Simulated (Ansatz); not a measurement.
Band structure of KF (Fm-3m, 2 atoms in the cell).

```xyz
2
Lattice="0.0000 2.6244 2.6244 2.6244 0.0000 2.6244 2.6244 2.6244 0.0000" Properties=species:S:1:pos:R:3 pbc="T T T"
K      0.0000     0.0000     0.0000
F      2.6244     2.6244     2.6244
```

Method: PBE, PAW files (plane waves; Ansatz, a first-principles code).

Settings: kpoints.mp_grid.grid = 6 6 6; hamiltonian.xc = pbe; hamiltonian.pseudopotentials = {kind: paw} (the program's default PAW files); scf.occupations.method = fixed; kpoints.band_path.npoints = 8.

The starting cell comes from a database of computed structures (which also holds hypothetical and non-ambient phases and stackings), without a prior relaxation at this level. Its lattice was rescaled by a random factor within 2.5 % of one.

Problem. Predict the gap along the standard path and the places of the band edges.

Solution. The gap along the path is 6.47 eV, direct at Γ to within 0.01 eV.

Levels in eV from the top of the valence band on the path, bands 5 to 11:
| point | 5 | 6 | 7 | 8 | 9 | 10 | 11 |
|---|---|---|---|---|---|---|---|
| Γ | -9.19 | 0.00 | 0.00 | 0.00 | 6.47 | 10.83 | 10.83 |
| X | -9.43 | -0.18 | -0.04 | -0.04 | 8.26 | 10.61 | 12.25 |
| W | -9.28 | -0.45 | -0.14 | -0.14 | 9.92 | 9.92 | 11.50 |
| K | -9.36 | -0.35 | -0.21 | -0.17 | 9.08 | 11.02 | 11.39 |
| L | -9.22 | -0.85 | -0.39 | -0.39 | 9.31 | 11.02 | 12.29 |
| U | -9.36 | -0.35 | -0.21 | -0.17 | 9.08 | 11.02 | 11.39 |

Keys are those of Ansatz 0.2.
